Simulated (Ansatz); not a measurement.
A computed series for Sn: element substitutions

Start from Sn (space group I4_1/amd, No. 141; a = 5.833 Å, c = 3.158 Å).

Each row replaces one element on all its sites; cell and atoms are relaxed.

Level of theory: DFT with PBEsol, PAW potentials and a 420 eV plane-wave cutoff in Ansatz (a quantum-chemistry and plane-wave program), no spin-orbit coupling.

| change | volume per atom | space group |
|---|---|---|
| base | 26.86 Å³ | I4_1/amd (No. 141) |
| Sn → V | ? | I4_1/amd (No. 141) |
| Sn → Cd | ? | I4_1/amd (No. 141) |
| Sn → C | ? | ? |

Question: Complete the table.

Answer: 
- Sn → V, volume per atom: 13.40 Å³
- Sn → Cd, volume per atom: 23.55 Å³
- Sn → C, volume per atom: 5.61 Å³
- Sn → C, space group: Fd-3m (No. 227)

Stability against distortions was not tested. As relaxed here, V and Cd are hypothetical phases, not in the database extracts checked. Starting moments died away, wholly or in part, for Sn → V; another magnetic solution may exist. All final runs are without spin polarisation.
